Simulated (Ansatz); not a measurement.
## BeSe, response to strain

The reference is BeSe in the zinc blende structure (space group F-43m, No. 216; a = 5.129 Å). Axes: x, y, z lie along the cube axes.

Strains are applied to the cell and any free atomic positions relax.

Method: Ansatz (a first-principles code), PBEsol, PAW, cutoff 420 eV, no SOC.

Candidates:
(a) uniaxial strain ε_zz = −2.50 %
(b) uniaxial strain ε_zz = −3.00 %
(c) uniaxial strain ε_zz = +1.50 %
(d) uniaxial strain ε_zz = +3.00 %

Base values:

```
Property   Result
--------  -------
Band gap  2.47 eV
```

Order them by band gap, highest first.

(c) uniaxial strain ε_zz = +1.50 % (2.44 eV), (d) uniaxial strain ε_zz = +3.00 % (2.41 eV), (a) uniaxial strain ε_zz = −2.50 % (2.20 eV), (b) uniaxial strain ε_zz = −3.00 % (2.15 eV)

Whether these cells are dynamically stable was not tested.
